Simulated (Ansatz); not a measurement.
# SnTe: tensor shear ε_xz = +0.39 %

Consider SnTe in the rock salt structure (space group Fm-3m, No. 225; a = 6.3712 Å). Axes: x, y, z lie along the cube axes.

The change: tensor shear ε_xz = +0.39 % (engineering shear γ = 0.0078), atoms relaxed at fixed cell.

Calculations: r2SCAN (Ansatz, a first-principles code), scalar-relativistic without spin-orbit coupling, earlier PAW set. Γ-centred 13×13×13 mesh, Fermi–Dirac width 0.05 eV.

| quantity | base | changed | shift |
|---|---|---|---|
| volume per atom | 32.33 Å³ | 32.33 Å³ | 0.00 Å³ |
| space group | Fm-3m (No. 225) | Immm (No. 71) | – |
| shortest interatomic distance | 3.186 Å | 3.186 Å | 0.000 Å |
| energy relative to the base (free energy F) | 0 meV/atom | +0.1 meV/atom | +0.1 meV/atom |
| pressure (mean of the normal stresses, compression positive) | 0.00 GPa | 0.00 GPa | 0.00 GPa |
| band gap | 0.13 eV | 0.08 eV | -0.05 eV |
| gap character | – | indirect, S → R | – |
| valley order (the lowest conduction-band minima on the path, energy above the VBM, named in the base's zone) | L along ⟨111⟩ 0.13 eV; a point along ⟨110⟩, about 0.6 Å⁻¹ from Γ 0.63 eV; a point along ⟨100⟩, about 0.3 Å⁻¹ from Γ 1.00 eV | L along [11-1] 0.08 eV; L along [1-11] 0.13 eV; a point along [10-1], about 0.6 Å⁻¹ from Γ 0.58 eV; a point along [101], about 0.6 Å⁻¹ from Γ 0.63 eV | – |
| stress (xx, yy, zz, yz, xz, xy; compression positive) | – | (0.00, 0.00, 0.00, 0.00, -0.14, 0.00) GPa | – |

With Te present, leaving out spin-orbit coupling can change the band edges. The cells carry an imposed strain or load. Stability against distortions was not tested. A zero or small gap of SnTe can be the functional's error rather than a property of the material. Labels are those of the standard path for the cell's own space group.
